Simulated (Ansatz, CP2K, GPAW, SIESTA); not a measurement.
# Code comparison for Co2SiGe (P2_1, 8 atoms in the cell)

Self-consistent single point.

```yaml
crystal:
  lattice:
    - [4.53407, 0.00000, 0.00000]
    - [0.00000, 4.53579, 0.00000]
    - [-0.05692, 0.00000, 4.53934]
  atoms:
    - { symbol: Co, position: [0.64359, 0.63821, 0.60395] }
    - { symbol: Co, position: [0.35641, 0.13821, 0.39605] }
    - { symbol: Co, position: [0.86440, 0.35934, 0.11767] }
    - { symbol: Co, position: [0.13560, 0.85934, 0.88233] }
    - { symbol: Si, position: [0.15633, 0.66001, 0.41238] }
    - { symbol: Si, position: [0.84367, 0.16001, 0.58762] }
    - { symbol: Ge, position: [0.33863, 0.34244, 0.90580] }
    - { symbol: Ge, position: [0.66137, 0.84244, 0.09420] }
```

Shared settings, as Ansatz (a first-principles code) writes them: kpoints.mp_grid.grid = 4 4 4; scf.occupations.method = fermi_dirac; scf.occupations.width = 0.1 eV. Potentials and cutoffs stand in the table.

```json
[
 {"code": "CP2K", "model": "PBEsol, GPW, DZVP-MOLOPT-SR-GTH basis, GTH-PBE potentials (GTH_POTENTIALS)", "pressure (GPa)": "-4.82", "largest force (eV/Å)": "0.104", "cutoff": "grid 600 Ry"},
 {"code": "Ansatz", "model": "PBEsol, PAW files made with PBE", "pressure (GPa)": "-7.37", "largest force (eV/Å)": "0.059", "cutoff": "420 eV"},
 {"code": "GPAW", "model": "PBEsol, GPAW PAW datasets PBEsol (made by gpaw-setup)", "pressure (GPa)": "-6.11", "largest force (eV/Å)": "0.068", "cutoff": "800 eV"},
 {"code": "SIESTA", "model": "GGA PBEsol, numerical atomic orbitals DZP, PseudoDojo PBEsol standard norm-conserving potentials (rewritten from UPF to PSML)", "pressure (GPa)": "-6.80", "largest force (eV/Å)": "0.215", "cutoff": "grid 400 Ry"}
]
```

Size of the force on each atom (eV/Å): Sizes of forces hide their directions.

| code | Co1 | Co2 | Co3 | Co4 | Si5 | Si6 | Ge7 | Ge8 |
|---|---|---|---|---|---|---|---|---|
| CP2K | 0.068 | 0.068 | 0.058 | 0.058 | 0.091 | 0.091 | 0.104 | 0.104 |
| Ansatz | 0.059 | 0.059 | 0.047 | 0.047 | 0.045 | 0.045 | 0.054 | 0.054 |
| GPAW | 0.059 | 0.059 | 0.067 | 0.067 | 0.040 | 0.040 | 0.068 | 0.068 |
| SIESTA | 0.166 | 0.166 | 0.082 | 0.082 | 0.215 | 0.215 | 0.137 | 0.137 |

On Ansatz's run: spin polarisation is off.

The spread over the programs that give each value: pressure within 2.55 GPa; largest force within 0.156 eV/Å.

CP2K and SIESTA use small atom-centred bases, whose incompleteness enters pressures, forces and empty levels differently from a plane-wave cutoff. Ansatz's pressure is given at a fixed set of plane waves, as the other plane-wave codes print theirs; with its correction for the finite basis it is -7.27 GPa. In the pressure, CP2K (by 1.92) lies more than 1 GPa from the median of the plane-wave programs. In the force vectors, SIESTA (by 0.195) lies more than 0.08 eV/Å from the median of the plane-wave programs.

The shared mesh is coarse (it stands for a supercell whose shortest vector is 18 Å), so the values are not converged in it.

The starting cell comes from a database of computed structures (which also holds hypothetical and non-ambient phases and stackings), without a prior relaxation at this level.

Keys are those of Ansatz 0.2.
